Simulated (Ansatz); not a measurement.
Candidates (primitive cells; geometry: relaxed with this functional, without spin-orbit coupling):
A. TaRh$_{3}$ (Pm-3m), a = b = c = 3.846 Å, α = β = γ = 90.00°
B. ZrIr3 (Pm-3m), a = b = c = 3.933 Å, α = β = γ = 90.00°
C. ScCu (Pm-3m), a = 3.210 Å, b = 3.210 Å, c = 3.210 Å, α = 90.00°, β = 90.00°, γ = 90.00°
D. TaTc (Pm-3m), a = b = c = 3.1524 Å, α = β = γ = 90.00°

Question: Put the candidates in order of mean free path at 300 K, highest first, for PBEsol, DFPT electron-phonon coupling, linearised Boltzmann equation (Ansatz, a program for electronic structure).

Answer: D (45 nm), A (14.0 nm), B (10.2 nm), C (4.6 nm)

Metals; harmonic phonons alone scatter; means over directions. The mean free path is weighted by the current that each state carries. Halving the electron mesh moves these values by up to 7 %; q meshes are mostly untested. Some of the runs warned that the eigensolver left states short of its tolerance. Spin-orbit coupling is left out.

Formula and space group known from diffraction (Crystallography Open Database), not checked to be the room-temperature form: ScCu (Pm-3m), TaRh3 (Pm-3m), TaTc (Pm-3m), ZrIr3 (Pm-3m). The missing spin-orbit coupling matters most for TaRh3 (Pm-3m), TaTc (Pm-3m), ZrIr3 (Pm-3m).
